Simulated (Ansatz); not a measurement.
Given:

```xyz
2
Lattice="0.0000 2.8774 3.0072 2.8774 0.0000 3.0072 2.8774 2.8774 0.0000" Properties=species:S:1:pos:R:3 pbc="T T T"
In     0.0000     0.0000     0.0000
P      1.4387     1.4387     1.5036
```

All values below come from PBEsol with spin-orbit coupling, rigid bands (plane waves, PAW; Ansatz, a quantum-chemistry and plane-wave program). Condition of this run: biaxial stress xx = yy = 2 GPa (compression positive) (the target of the relaxation). Cell: cell and atoms relaxed with PBEsol, then loaded as said.

Predict the electron conductivity mass (n e² τ/σ) at 300 K, by direction if it differs.

0.059 (x), 0.059 (y), 0.071 (z) mₑ.

What conductivity effective mass do dilute holes have at 300 K?

0.36 (x), 0.36 (y), 0.52 (z) mₑ.

And the band gap?

0.56 eV at this level; semilocal functionals usually fall short of the measured gap.

Rigid bands, one relaxation time for all states, no polarons.
